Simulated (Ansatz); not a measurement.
## A constructed model of the (0001) surface of hcp Hf, a pseudomorphic layer of Zn in the host's stacking (bottom of the slab: a bare face, its two planes held)

Method: PBE (plane waves to 420 eV, PAW; Ansatz, an electronic-structure program).

Set-up: 7 atoms, 15.1 Å thick at the start; mesh 13x13x1; 0.1 eV smearing; dipole correction on; 2 atoms held, the rest relaxed; symmetry of the start imposed; no spin, no spin-orbit, no U. It is one candidate, not shown to be the stable structure of the face.

| Property | Result |
|---|---|
| work function of the top face | 3.86 eV |
| energy released by relaxation | 0.088 eV |
| cost | around 4 core-minutes (rough) |
